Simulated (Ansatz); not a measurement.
The reference is Te₃As₂ (space group C2/m, No. 12; a = 15.040 Å, b = 4.029 Å, c = 10.192 Å, α = 90.00°, β = 94.00°, γ = 90.00°; made of chains).

The values are results of Kohn–Sham DFT with the r2SCAN functional, run in Ansatz (a first-principles code) with PAW and 500 eV plane waves, scalar-relativistic without spin-orbit coupling, earlier PAW set, not measurements.

Before the change:

```
Property    Result
--------  --------
Pressure  0.00 GPa
```

The change: an isotropic linear strain of +3.99 %, atoms relaxed at fixed cell.

Question: What does the calculation give for the energy relative to the base after the change?

Answer: The energy grows by 24 meV/atom.

Question: Estimate the effect on the pressure.

Answer: The pressure (mean of the normal stresses, compression positive) goes from zero to -1.70 GPa.

Question: Estimate the effect on the largest internal atomic displacement.

Answer: The largest internal atomic displacement amounts to 0.234 Å.

No phonon test of stability was made. No dispersion term is included, though the crystal is made of layers, chains or molecules, so its spacings can come out too wide.
